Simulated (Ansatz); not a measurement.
Defect: Ge-vacancy pair (Ge on one host B site, one B site vacant) in zinc-blende BN, charge state -2. All values below come from PBE, PAW (plane waves to 420 eV; Ansatz, a first-principles code).

64-site cell at the relaxed PBE lattice, a 2×2×2 k-point mesh shifted by half a step, smearing 0.01 eV, spin-restricted, no finite-size correction. Energies are static. The charge state is imposed; whether it is stable for some Fermi level was not computed. Forms of the defect that were not tried may lie lower.

Barriers: single points on a 3×3×3 k-point mesh shifted by half a step at the bands' geometries.

A. one B atom jumps into the vacancy from a nearby B site (Ge-vacancy distance between ideal sites 2.56 → 4.44 Å); the atom moves 2.44 Å along (0.48, 0.01, -0.47) of the unit cell; the moving atom starts with neighbours N at 1.47, 3 N at 1.60 Å and ends with N at 1.45, N at 1.57, N at 1.60, N at 1.62 Å; saddle order not checked.
B. one B atom jumps into the vacancy from a nearby B site (Ge-vacancy distance between ideal sites 2.56 → 3.62 Å); the atom moves 2.47 Å along (0.00, 0.50, -0.47) of the unit cell; the moving atom starts with neighbours N at 1.48, 2 N at 1.59, N at 1.60 Å and ends with N at 1.48, N at 1.56, N at 1.58, N at 1.61 Å; saddle order not checked.

Order them by forward barrier (lowest first) at the level PBE, PAW.

A (3.46 eV), B (3.66 eV)
